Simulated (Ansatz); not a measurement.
We consider Ca3SnH2 (Cmcm, No. 63, 12 atoms in the cell; start COD 4323536), described by r²SCAN (Ansatz, an electronic-structure program, PAW).

Run with plane-wave cutoff 560 eV, 6×6×8 k mesh (along the axes of the cell as run), Fermi–Dirac smearing 0.01 eV, scalar-relativistic PAW data made under PBE.

Cell (measured lattice):

```
CELL_PARAMETERS angstrom
      4.43300    -5.68550     0.00000
      4.43300     5.68550     0.00000
      0.00000     0.00000     5.22000
ATOMIC_POSITIONS crystal
  Sn 0.69300 0.30700 0.75000
  Sn 0.30700 0.69300 0.25000
  Ca 0.40940 0.18640 0.25000
  Ca 0.59060 0.81360 0.75000
  Ca 0.18640 0.40940 0.75000
  Ca 0.81360 0.59060 0.25000
  Ca 0.11050 0.88950 0.75000
  Ca 0.88950 0.11050 0.25000
  H  0.14900 0.14900 0.50000
  H  0.85100 0.85100 0.50000
  H  0.85100 0.85100 0.00000
  H  0.14900 0.14900 0.00000
```

**Question.** What does this level give for the band gap?

**Answer.** 
- band gap: 0.44 eV

Note: the file's cell can be that of a phase stable at another temperature; cell and atoms aren't relaxed at this level (largest force component 0.10 eV/Å).

Spin–orbit coupling is not included.

Computed values are for the static lattice.

Computing time: roughly 6 core-minutes.
